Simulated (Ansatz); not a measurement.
By PBEsol, the system below comes out a metal.

Without scattering a metal conducts by its projected Fermi surface.

Here is the system:

```xyz
2
Lattice="2.8108 0.0000 0.0000 0.0000 2.8108 0.0000 0.0000 0.0000 4.0664" Properties=species:S:1:pos:R:3 pbc="T T T"
Ti     1.4054     1.4054     2.0332
Al     0.0000     0.0000     0.0000
```

The cell is taken as given; by PBEsol it stands under a pressure of -2.1 GPa.

The current flows along the normal of the first two printed cell vectors, the (001) plane of the conventional cell. No spin-orbit coupling; the value is a mean over 0.1 eV about the Fermi level.

State the ballistic conductance per area according to Ansatz (a program for electronic structure) with PBEsol.

0.73 × 10¹⁵ S/m² for both spins.
